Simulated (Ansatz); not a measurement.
The starting structures come from a database of crystals and need not be the phases stable at ambient conditions.

By PBEsol, the system below comes out a metal.

A figure of merit of an interconnect metal is its ballistic conductance per area.

Here is the system:

```
Al3Y
1.0
    6.20224     0.00000     0.00000
    3.10112     7.21355     0.00000
    3.10112     1.33318     5.20322
Y Al
3 9
Direct
  0.78277   0.65169   0.78277
  0.21723   0.34831   0.21723
  0.00000   0.00000   0.00000
  0.26730   0.33084   0.70093
  0.73270   0.66916   0.29907
  0.70093   0.33084   0.26730
  0.29907   0.66916   0.73270
  0.70093   0.33084   0.70093
  0.29907   0.66916   0.29907
  0.00000   0.00000   0.50000
  0.50000   0.00000   0.00000
  0.50000   0.00000   0.50000
```

Space group of this cell: R-3m. The cell is taken as given; by PBEsol its mean pressure is -1.2 GPa.

The current flows along the normal of the first two printed cell vectors, the (101) plane of the conventional cell. No spin-orbit coupling; the value is a mean over 0.1 eV about the Fermi level.

**Question.** State the ballistic conductance per area according to PBEsol (Ansatz, a quantum-chemistry and plane-wave program).

**Answer.** 0.40 × 10¹⁵ S/m² for both spins.
